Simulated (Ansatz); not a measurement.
Hf3N4, pressure series

Start from Hf3N4 (space group I-43d, No. 220; a = 6.6511 Å).

Cell and atoms are relaxed at each pressure.

All numbers come from PBEsol in Ansatz (plane waves to 420 eV, PAW, no spin-orbit coupling).

Notes on the quantities. enthalpy: H = E + PV relative to the base's energy.

```json
[
 {"variant": "base", "enthalpy": "–", "band gap": "1.02 eV", "volume per atom": "10.51 Å³"},
 {"variant": "pressure −2 GPa", "enthalpy": "-0.13 eV/atom", "band gap": "1.00 eV", "volume per atom": "10.59 Å³"},
 {"variant": "pressure −1 GPa", "enthalpy": "-0.07 eV/atom", "band gap": "1.01 eV", "volume per atom": "10.55 Å³"},
 {"variant": "pressure 0.3 GPa", "enthalpy": "+0.02 eV/atom", "band gap": "1.02 eV", "volume per atom": "10.50 Å³"},
 {"variant": "pressure 0.7 GPa", "enthalpy": "+0.05 eV/atom", "band gap": "1.02 eV", "volume per atom": "10.48 Å³"},
 {"variant": "pressure 1.5 GPa", "enthalpy": "+0.10 eV/atom", "band gap": "1.03 eV", "volume per atom": "?"},
 {"variant": "pressure 3 GPa", "enthalpy": "+0.20 eV/atom", "band gap": "1.05 eV", "volume per atom": "10.39 Å³"},
 {"variant": "pressure 5 GPa", "enthalpy": "+0.32 eV/atom", "band gap": "1.06 eV", "volume per atom": "?"}
]
```

**Question.** Complete the table.

**Answer.** 
- pressure 1.5 GPa, volume per atom: 10.45 Å³
- pressure 5 GPa, volume per atom: 10.31 Å³

Spin-orbit coupling, missing from the scalar runs, can matter with Hf. Load acts through the strain it causes; cell and atoms are relaxed under it. Whether these cells are dynamically stable was not tested. Competing high-pressure phases were not computed.

Ansatz is an electronic-structure program.
